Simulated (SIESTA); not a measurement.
A relaxation of cell and atoms of BeNi (Pm-3m, 2 atoms in the cell) with SIESTA.

Level of theory: LDA PW92, numerical atomic orbitals DZP, PseudoDojo LDA standard norm-conserving potentials (rewritten from UPF to PSML) run with SIESTA.

```
BeNi
1.0
    2.58700     0.00000     0.00000
    0.00000     2.58700     0.00000
    0.00000     0.00000     2.58700
Be Ni
1 1
Direct
  0.00000   0.00000   0.00000
  0.50000   0.50000   0.50000
```

Reference input (self-consistent single point, DFT, LDA PW92, numerical atomic orbitals DZP, PseudoDojo LDA standard norm-conserving potentials (rewritten from UPF to PSML)): XC.functional = LDA; XC.authors = PW92; potentials = PseudoDojo LDA standard; PAO.BasisSize = DZP; PAO.EnergyShift = 0.005 Ry; MeshCutoff = 300 Ry; kgrid.MonkhorstPack = 9 9 9; OccupationFunction = FD; ElectronicTemperature = 0.1 eV; PAO.Polarization.NonPerturbative = true; MaxSCFIterations = 150; SCF.Mixer.Method = Pulay. This run's input differs from it in these lines:

```diff
@@ -42,2 +42,8 @@
 Diag.ParallelOverK           true
+MD.TypeOfRun                 CG
+MD.Steps                     40
+MD.MaxForceTol               0.02 eV/Ang
+MD.VariableCell              true
+MD.MaxStressTol              0.05 GPa
+Target.Pressure              5 GPa
 WriteForces                  true
```

The program printed (abridged):

```
        iscf     Eharris(eV)        E_KS(eV)     FreeEng(eV)     dDmax    Ef(eV) dHmax(eV)
   scf:    1    -4853.489018    -4919.952196    -4919.981173 13.865651 -6.732813 28.352655
   scf:    2    -4944.431383    -4934.162695    -4934.191282  5.442526 -8.638242 13.893903
   scf:    3    -4939.403138    -4938.585881    -4938.616530  3.605350-10.230155  1.186890
   scf:    4    -4938.585758    -4938.585819    -4938.616469  0.000184-10.230421  1.190480
   scf:    5    -4938.598915    -4938.593055    -4938.623707  0.070203-10.221725  0.052100
   scf:    6    -4938.592256    -4938.592826    -4938.623450  0.019303-10.240271  0.108120
   [... lines left out ...]
mix: Pulay -- inversion failed, > SVD [rank/size] 4 / 6
   scf:    8    -4938.593097    -4938.593098    -4938.623746  0.000635-10.228470  0.002715
mix: Pulay -- inversion failed, > SVD [rank/size] 4 / 7
   scf:    9    -4938.593098    -4938.593098    -4938.623746  0.000034-10.228509  0.002425
mix: Pulay -- inversion failed, > SVD [rank/size] 3 / 7
   scf:   10    -4938.593098    -4938.593098    -4938.623746  0.000226-10.228719  0.000512
mix: Pulay -- inversion failed, > SVD [rank/size] 4 / 7
   scf:   11    -4938.593098    -4938.593098    -4938.623746  0.000060-10.228926  0.000022
SCF Convergence by DM+H criterion
max |DM_out - DM_in|         :     0.0000601885
max |H_out - H_in|      (eV) :     0.0000216996
SCF cycle converged after 11 iterations

Using DM_out to compute the final energy and forces

siesta: E_KS(eV) =            -4938.5931

siesta: E_KS - E_eggbox =     -4938.5931

siesta: Atomic forces (eV/Ang):
     1   -0.000000    0.000000    0.000000
     2   -0.000000    0.000000   -0.000000
   Tot   -0.000000    0.000000   -0.000000
   Max    0.000000
   Res    0.000000    sqrt( Sum f_i^2 / 3N )
   Max    0.000000    constrained

Stress tensor Voigt[x,y,z,yz,xz,xy] (kbar):      145.06      145.06      145.06       -0.00        0.00        0.00
(Free)E + p*V (eV/cell)    -4940.1913
Target enthalpy (eV/cell)    -4938.0834

siesta: Stress tensor (static) (eV/Ang**3):
   [... lines left out ...]
siesta: Pressure (static):       -145.06250848  kBar
siesta: Pressure (total):       -145.06250848  kBar
No target stress found, assuming hydrostatic MD.TargetPressure.
Target stress (kBar)
outcell: Cell volume (Ang**3)        :     15.8606
        iscf     Eharris(eV)        E_KS(eV)     FreeEng(eV)     dDmax    Ef(eV) dHmax(eV)
siesta: Pressure (static):         49.78723872  kBar
siesta: Pressure (total):         49.78723872  kBar
outcell: Cell volume (Ang**3)        :     15.8606
siesta: FreeEng =     -4938.674635
   [... lines left out ...]
siesta:    -0.031074   -0.000000   -0.000000
siesta:    -0.000000   -0.031074   -0.000000
siesta:    -0.000000   -0.000000   -0.031075

siesta: Cell volume =         15.860618 Ang**3

siesta: Pressure (static):
siesta:                Solid            Molecule  Units
siesta:           0.00033845          0.00033842  Ry/Bohr**3
siesta:           0.03107475          0.03107234  eV/Ang**3
siesta:          49.78723872         49.78338263  kBar
```

The run converged. 

Summary of the result:
| Item | Result |
|---|---|
| Free energy E − TS | -4938.6746 eV |
| Fermi level (on the code's own zero) | -10.84 eV |
| Pressure | 4.98 GPa |
| Final cell | a = b = c = 2.513 Å, α = β = γ = 90.00° |
| Final volume per atom | 7.93 Å³ |
| Relaxation steps | 6 |

The starting cell comes from a database of computed structures (which also holds hypothetical and non-ambient phases and stackings), without a prior relaxation at this level. Spin polarisation is off. Values carry the incompleteness of an atom-centred basis.

Cost on one core of a shared machine: roughly 60 s.
